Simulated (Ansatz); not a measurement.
CdTe in the zinc blende structure (space group F-43m, No. 216)

Space group F-43m (No. 216); a = 6.4895 Å, b = 6.4895 Å, c = 6.4895 Å, α = 90.00°, β = 90.00°, γ = 90.00°

```
atom  site  symmetry       x       y       z
----  ----  --------  ------  ------  ------
Te      4c      -43m  0.2500  0.2500  0.2500
Cd      4a      -43m  0.0000  0.0000  0.0000
```
(The calculation used a cell of 2 atoms; values per cell refer to that cell.)

Calculations: PBEsol (Ansatz, an electronic-structure program, PAW, without spin-orbit coupling), earlier PAW set. Γ-centred 9×9×9 mesh, Fermi–Dirac width 0.05 eV.

```yaml
volume_per_atom: 34.16 Å³
density: 5.83 g/cm³
band_gap: 0.65 eV, direct at Γ
electron_mass: 0.055 mₑ
Hole mass (degenerate bands, along [100]): 0.055, 0.51, 0.51 mₑ
Lowest conduction-band minima above the VBM: Γ 0.65 eV; L along ⟨111⟩ 1.73 eV
total_energy: -7543.249 eV/atom (σ→0; compares only within this code and set-up)
```

Spin-orbit coupling, missing from the scalar runs, can matter with Te. Masses are band curvatures over ±0.01 Å⁻¹ around the edge. Stability against distortions was not tested.
